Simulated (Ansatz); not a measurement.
Consider interstitial Be in beta Ga2O3, charge state +2. Computed with PBE, PAW (plane waves to 420 eV; Ansatz, an electronic-structure program).

Settings: 120 host sites, the relaxed PBE lattice, the Γ point alone, smearing 0.01 eV, spin-restricted, no image-charge correction. Energies are static. The charge state is imposed; whether it is stable for some Fermi level was not computed. Sites that were not tried may lie lower.

Barriers: single points on a 2×2×2 k-point mesh shifted by half a step at the bands' geometries.

The step: a concerted move, in which Be travels most. Atoms about the jump, Cartesian Å from the middle of the jump, before and after:

```csv
atom,x0,y0,z0,x1,y1,z1
Be1,1.18,0.00,0.15,-1.18,0.00,-0.15
O2,0.19,-1.34,0.17,-0.17,-1.35,0.19
O3,0.19,1.33,0.17,-0.17,1.35,0.19
O4,-1.42,0.00,-1.91,-1.34,0.00,-1.74
Ga5,-0.43,-1.54,-1.63,-0.29,-1.63,-1.70
Ga6,-0.43,1.53,-1.63,-0.29,1.63,-1.70
Ga7,-0.56,0.00,1.65,-0.07,0.00,1.76
O8,2.47,0.00,-0.81,2.56,0.00,-1.03
O9,-2.29,0.00,1.01,-2.26,0.00,0.97
O10,1.73,0.00,1.85,1.78,0.00,2.12
Ga11,3.40,0.00,0.90,3.10,0.00,0.74
O12,1.00,1.52,-2.85,1.05,1.54,-2.94
O13,1.00,-1.52,-2.85,1.05,-1.54,-2.94
Ga14,-0.20,3.10,1.41,-0.29,3.09,1.41
Ga15,-0.20,-3.10,1.40,-0.29,-3.09,1.42
```

Where do these atoms stand at the saddle point, and how high is it?


```csv
atom,x,y,z
Be1,0.07,0.00,-0.35
O2,0.13,-1.47,0.14
O3,0.13,1.48,0.14
O4,-1.02,0.00,-1.62
Ga5,-0.35,-1.73,-1.75
Ga6,-0.35,1.73,-1.76
Ga7,-0.38,0.00,1.90
O8,2.38,0.00,-0.99
O9,-2.12,0.00,1.11
O10,1.62,0.00,2.13
Ga11,3.00,0.00,0.79
O12,1.04,1.60,-2.95
O13,1.04,-1.59,-2.95
Ga14,-0.21,3.10,1.41
Ga15,-0.21,-3.10,1.41
```
It lies 1.79 eV above the start and 1.38 eV above the end. The saddle point's order was not checked, and it lies on a symmetry element of the cell, where a band can be held.
